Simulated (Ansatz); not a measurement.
An Ansatz (a program for electronic structure) input (PBEsol/PAW in Ansatz, scalar-relativistic without spin-orbit coupling):

Ansatz 0.2 input:
```yaml
crystal:
  lattice:
    - [4.3907383944, 0, 0]
    - [2.1953691972, 3.8024909909, 0]
    - [2.1953691972, -1.267496997, 3.518633574]
  atoms:
    - { symbol: Hg, position: [0, 0, 0] }
    - { symbol: Se, position: [0.5, 0.25, 0.75] }
basis: { ecutwfc: 420, ecutrho_ratio: 4, xc_grid: 2, fft_grid_basis: typed }
kpoints: { mp_grid: { grid: [9, 9, 9] } }
hamiltonian:
  xc: pbesol
  dispersion: none
  pseudopotentials: { kind: paw }
scf: { occupations: { method: fermi_dirac, width: 0.05 } }
relax: { f_tol: 0.005, max_steps: 50, cell: { stress_tol: 0.01, fix: [a, b, gamma] } }
output: { forces: true, stress: true }
checkpoint: { write: state.ck, write_every: 1000 }
```

### Question
Which symmetry and how many k-points will the program report, and about how many plane waves at Γ?

### Answer
Space group R3m (ITA 160) with 6 operations, k-points 85 of 729, and 1175 plane waves at Γ.

### Question
And the final pressure?

### Answer
-0.70 GPa (compression positive).

The cells carry an imposed strain or load. Stability against distortions was not tested. All final runs are without spin polarisation. The cell was made from HgSe in the zinc blende structure (space group F-43m, No. 216) by this change: biaxial strain +1.25 %, plane normal [111], relaxed out of plane.
